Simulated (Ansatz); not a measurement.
Computed paths: O vacancy in rock-salt SrO, charge state +2

Defect: O vacancy in rock-salt SrO, charge state +2. The numbers are results of PBE, PAW (plane waves to 420 eV; Ansatz, a first-principles code), not measurements.

Cell of 64 host sites held at the relaxed PBE lattice; the Γ point alone; Fermi-Dirac width 0.01 eV, spin-restricted; finite-size errors left in. No zero-point or tunnelling terms. The charge state is imposed; whether it is stable for some Fermi level was not computed. Forms of the defect that were not tried may lie lower.

Barriers: single points on a 2×2×2 k-point mesh shifted by half a step at the bands' geometries (they differ from the bands' own by up to 0.29 eV, and are uncertain by about as much).

| Route | Start site over the lowest site run (eV) | Hop (Å) | Forward barrier (eV) | Backward barrier (eV) | Neighbours at the start | Neighbours at the saddle | Saddle order | Forward, on the band's own sampling (eV) |
|---|---|---|---|---|---|---|---|---|
| one O atom jumps into the vacancy from a nearby O site | 0.00 | 3.52 | 1.48 | 1.48 | 2 Sr at 2.56, 2 Sr at 2.59, 2 Sr at 2.65 Å | 2 Sr at 2.26, 2 Sr at 2.65 Å | inconclusive, on a symmetry element | 1.19 |

Paths come from nudged elastic bands with a climbing image.  A band can be held on a symmetry element, so unchecked saddle points there may be too high.

The whole set of runs took roughly 0.8 core-hours.
